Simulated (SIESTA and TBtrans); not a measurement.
# Pb chain with one bond stretched by 0.6 Å

System: Pb chain with one bond stretched by 0.6 Å. Leads: straight Pb chain, spacing 2.708 Å. Geometry: as built, not relaxed.

Computed with SIESTA and TBtrans, PBE, DZP numerical orbitals (energy shift 0.15 eV), PseudoDojo norm-conserving scalar-relativistic potentials, mesh cutoff 200 Ry, 300 K, no spin polarisation, no spin-orbit coupling; Hamiltonian of a periodic supercell, shifted onto the leads' potential, zero bias.

```
Property                           Result
---------------------------------  ------
Conductance at 300 K (G0 = 2e²/h)    2.43
Mean T from −0.5 to 0.5 eV           2.32
```

Energies count from the leads' Fermi level. Transmissions are for one spin of a degenerate pair. The energy step is 0.01 eV; narrower resonances are cut or missed.

```csv
E (eV),T,lead channels
-2.00,0.80,1
-1.90,0.81,1
-1.80,0.82,1
-1.70,0.83,1
-1.60,0.84,1
-1.50,0.84,1
-1.40,0.85,1
-1.30,0.85,1
-1.20,0.86,1
-1.10,0.86,1
-1.00,0.86,1
-0.90,1.08,3
-0.80,1.35,3
-0.70,1.57,3
-0.60,1.78,3
-0.50,1.99,3
-0.40,2.17,3
-0.30,2.30,3
-0.20,2.38,3
-0.10,2.42,3
0.00,2.43,3
0.10,2.41,3
0.20,2.38,3
0.30,2.34,3
0.40,2.29,3
0.50,2.25,3
0.60,2.20,3
0.70,2.17,3
0.80,2.14,3
0.90,2.12,3
1.00,2.10,3
1.10,2.10,3
1.20,2.09,3
1.30,2.10,3
1.40,2.11,3
1.50,2.12,3
1.60,2.13,3
1.70,2.15,3
1.80,2.16,3
1.90,2.18,3
2.00,2.19,3
```

The straight chain is held at its spacing; free chains may zigzag or dimerise. No spin-polarised start was tried, so a magnetic state, if there is one, is missed. Spin-orbit coupling, left out here, matters for the heavy atoms.
